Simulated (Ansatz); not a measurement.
Start from ZnGeP₂ in the chalcopyrite structure (space group I-42d, No. 122; a = 5.374 Å, c = 10.625 Å). Axes: x, y, z lie along a, b, c of the conventional cell.

All numbers come from DFT with LDA, PAW potentials and a 420 eV plane-wave cutoff in Ansatz (a program for electronic structure), no SOC.

Base values:

| Property | Result |
|---|---|
| Valence-band top at Γ | 0.00, -0.07, -0.07 eV |
| Gap character | indirect, Γ → M–S (33 % along) |

It is then changed as follows: tensile biaxial strain of 3.00 % in the plane normal to [001], as in epitaxy on a mismatched substrate; the out-of-plane cell vector and the atoms relax.

**Question.** What happens to the valence-band top at Γ, energy relative to the base and gap character?

**Answer.** The valence-band top at Γ (three highest levels, from the VBM) goes from 0.00, -0.07, -0.07 eV to 0.00, -0.35, -0.35 eV; the energy increases by 14 meV/atom; the gap character becomes indirect, Γ → Γ–M (40 % along) (base: indirect, Γ → M–S (33 % along)).

Gaps are Kohn–Sham eigenvalue differences; semilocal functionals usually give less than the measured gap. Whether these cells are dynamically stable was not tested.
